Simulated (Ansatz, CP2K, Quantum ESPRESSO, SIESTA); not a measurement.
## One structure in several programs: LaCO (C2/m, 6 atoms in the cell)

Self-consistent single point.

```yaml
crystal:
  lattice:
    - [3.54557, -2.00557, 0.00000]
    - [3.54557, 2.00557, 0.00000]
    - [-0.68026, 0.00000, 7.33580]
  atoms:
    - { symbol: La, position: [0.31643, 0.31643, 0.29245] }
    - { symbol: La, position: [0.68357, 0.68357, 0.70755] }
    - { symbol: C, position: [0.03925, 0.03925, 0.92668] }
    - { symbol: C, position: [0.96075, 0.96075, 0.07332] }
    - { symbol: O, position: [0.65265, 0.65265, 0.37930] }
    - { symbol: O, position: [0.34735, 0.34735, 0.62070] }
```

All programs got the same cell, k-point mesh and kind of occupations (in Ansatz's words: kpoints.mp_grid.grid = 7 7 4; scf.occupations.method = fermi_dirac; scf.occupations.width = 0.05 eV); potentials, basis and cutoffs are each program's usual ones.

```json
[
 {"code": "CP2K", "model": "PBEsol, GPW, DZVP-MOLOPT-SR-GTH basis, GTH-PBE potentials (GTH_POTENTIALS)", "pressure (GPa)": "-2.20", "largest force (eV/Å)": "0.443", "gap on the mesh (eV)": "2.971", "k-points": "99", "cutoff": "grid 500 Ry"},
 {"code": "Quantum ESPRESSO", "model": "PBEsol, GBRV 1.5 ultrasoft (PBESOL) pseudopotentials", "pressure (GPa)": "-3.34", "largest force (eV/Å)": "0.227", "gap on the mesh (eV)": "2.959", "k-points": "60", "cutoff": "40 Ry"},
 {"code": "SIESTA", "model": "GGA PBEsol, numerical atomic orbitals DZP, PseudoDojo PBEsol standard norm-conserving potentials (rewritten from UPF to PSML)", "pressure (GPa)": "-0.35", "largest force (eV/Å)": "2.251", "gap on the mesh (eV)": "3.097", "k-points": "102", "cutoff": "grid 300 Ry"},
 {"code": "Ansatz", "model": "PBEsol, PAW files made with PBE", "pressure (GPa)": "-3.85", "largest force (eV/Å)": "0.184", "gap on the mesh (eV)": "2.942", "k-points": "60", "cutoff": "default"}
]
```

Size of the force on each atom (eV/Å): Sizes of forces hide their directions.

| code | La1 | La2 | C3 | C4 | O5 | O6 |
|---|---|---|---|---|---|---|
| CP2K | 0.022 | 0.022 | 0.443 | 0.443 | 0.056 | 0.056 |
| Quantum ESPRESSO | 0.161 | 0.161 | 0.227 | 0.227 | 0.028 | 0.028 |
| SIESTA | 0.108 | 0.108 | 2.251 | 2.251 | 0.020 | 0.020 |
| Ansatz | 0.184 | 0.184 | 0.059 | 0.059 | 0.034 | 0.034 |

Gaps are read on the mesh.

The spread over the programs that give each value: pressure within 3.50 GPa; largest force within 2.067 eV/Å; gap on the mesh within 0.155 eV.

The starting cell comes from a database of computed structures (which also holds hypothetical and non-ambient phases and stackings), without a prior relaxation at this level. On Ansatz's run: In the base run, with a pressure of about -4 GPa the cell is away from its equilibrium volume at this level.

Problem. Why do the programs differ, and what cannot be compared?

Solution. Differences of this kind can come from the potentials, where these differ, and from what each basis and cutoff leave unconverged. The zero of total energies and Fermi levels follows the potentials and each program's conventions, so they are not compared here. CP2K and SIESTA use small atom-centred bases, whose incompleteness enters pressures, forces and empty levels differently from a plane-wave cutoff. Ansatz's pressure is given at a fixed set of plane waves, as the other plane-wave codes print theirs; with its correction for the finite basis it is -3.64 GPa (the shift of 0.21 GPa shows how far the cutoff is from converged). The programs reduce the same mesh by symmetry to different extents, which changes the work and not the result. In the pressure, CP2K (by 1.40) and SIESTA (by 3.25) lie more than 1 GPa from the median of the plane-wave programs. In the gap, SIESTA (by 0.146) lies more than 0.12 eV from the median of the plane-wave programs.

Left out of this page: ABINIT and FLEUR (stopped by limits of time or memory).

Ansatz is a first-principles code.

Keys are those of Ansatz 0.2.
